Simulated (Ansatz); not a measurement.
CaNbO2F (model structure, started from the SrVO2H type, P4/mmm, No. 123, 5 atoms in the cell) was calculated with r²SCAN (PAW; Ansatz, a quantum-chemistry and plane-wave program).

The input as run:

Ansatz 0.2 input:
```yaml
crystal:
  lattice:
    - [4.0781206634, 0.0, 0.0]
    - [0.0, 4.0781206634, 0.0]
    - [0.0, 0.0, 4.1963844461]
  atoms:
    - { symbol: Ca, position: [0.5, 0.5, 0.5], spin: 0.0 }
    - { symbol: Nb, position: [0.0, 0.0, 0.0], spin: 1.0 }
    - { symbol: O, position: [0.5, 0.0, 0.0], spin: 0.0 }
    - { symbol: O, position: [0.0, 0.5, 0.0], spin: 0.0 }
    - { symbol: F, position: [0.0, 0.0, 0.5], spin: 0.0 }
basis:
  ecutwfc: 560
  ecutrho_ratio: 4
  xc_grid: 3
kpoints:
  mp_grid: { grid: [14, 14, 14] }
hamiltonian:
  xc: r2scan
  dispersion: none
  pseudopotentials: { kind: paw }
scf:
  occupations: { method: fermi_dirac, width: 0.05 }
output:
  forces: true
  stress: true
  eigenvalues: true
magnetization:
  spin_polarized: true
relax:
  f_tol: 0.004
  escape_saddle: false
  max_steps: 80
  cell: { stress_tol: 0.02, fix: [volume] }
```

The run printed, among other lines:

```
Relaxation: its limit of steps is 80 (relax.max_steps)
Crystal: 5 atoms, lattice volume = 69.790 Å³
Basis set: ecut = 560 eV, 2097 PW (Γ), exchange–correlation on 96×96×108 points (27 copies of the dense FFT grid, shifted against one another)
Bands: 27, of which v1, the nominal top of the filled ones, is band 21 counted from 1 (20 counted from 0)
Symmetry: 16 space group operations
Space group: P4/mmm (ITA 123), of the structure as read, at distance tolerance 4.1e-5 Å
k-points: 288 of 2744
Initial density: superposition of atomic densities (chi_scale 0.1, normalization cell, long waves kept (reshape's long-wave potential 0.01 eV rms))
Functional: x = r2scan, c = r2scan; τ floored in thin density (d = 2e-4 eV/Å³)
spin=Collinear: Kerker preconditioning applied to the charge; magnetization (m = ρ↑ − ρ↓) channel mixes plain (no charge-response kernel on spin).
SCF 1 converged in 22 iterations: F = -8337.272703 eV  dr2 = 2.26e-9
Crystal: 5 atoms, lattice volume = 69.790 Å³
Initial density: handed on by an earlier stage of this run
spin=Collinear: Kerker preconditioning applied to the charge; magnetization (m = ρ↑ − ρ↓) channel mixes plain (no charge-response kernel on spin).
SCF 2 converged in 11 iterations: F = -8337.272845 eV  dr2 = 9.70e-10
Crystal: 5 atoms, lattice volume = 69.790 Å³
spin=Collinear: Kerker preconditioning applied to the charge; magnetization (m = ρ↑ − ρ↓) channel mixes plain (no charge-response kernel on spin).
SCF 3 converged in 11 iterations: F = -8337.272876 eV  dr2 = 5.90e-10
Crystal: 5 atoms, lattice volume = 69.790 Å³
spin=Collinear: Kerker preconditioning applied to the charge; magnetization (m = ρ↑ − ρ↓) channel mixes plain (no charge-response kernel on spin).
SCF 4 converged in 16 iterations: F = -8337.272888 eV  dr2 = 1.67e-12
SCF converged after 16 iterations
Magnetization: 1.1069 μB (21.5535 up, 20.4465 down)
Free energy (F): -8337.272888 eV
Internal energy: -8337.256584 eV  (E = F + TS)
E sigma→0 (E₀):  -8337.264736 eV
Fermi energy:    12.437361 eV
--- Forces (eV/Å), atoms counted from 1 ---
  atom   1  Ca    -0.00000000    -0.00000000     0.00000000
  atom   2  Nb     0.00000000     0.00000000     0.00000000
  atom   3  O      0.00000000    -0.00000000    -0.00000000
  atom   4  O      0.00000000     0.00000000     0.00000000
  atom   5  F     -0.00000000     0.00000000     0.00000000
--- Stress (GPa, compression-positive) ---
       -2.483230      -0.000000       0.000000
       -0.000000      -2.483230       0.000000
        0.000000       0.000000      -2.483497
  P = ⅓ Tr σ = -2.4833 GPa (-24.833 kbar)
```

The cell is one volume of an energy–volume scan, off the minimum.

The PAW data were made under PBE.

The run is spin-polarised with parallel starting moments, which need not be the measured order.

Note: the magnetic order was assumed, not searched for or taken from measurement. Note: moments this small hang on the smearing and the k mesh. Note: the relaxation could raise the start's symmetry but not lower it, so the cell can be a saddle point. Note: functionals without U or exact exchange can leave correlated insulators metallic, so the missing gap need not be real.

A model structure was made by putting elements into a prototype or built by hand; it is no filed structure, need not be a known phase, and can be a saddle point held by its symmetry.
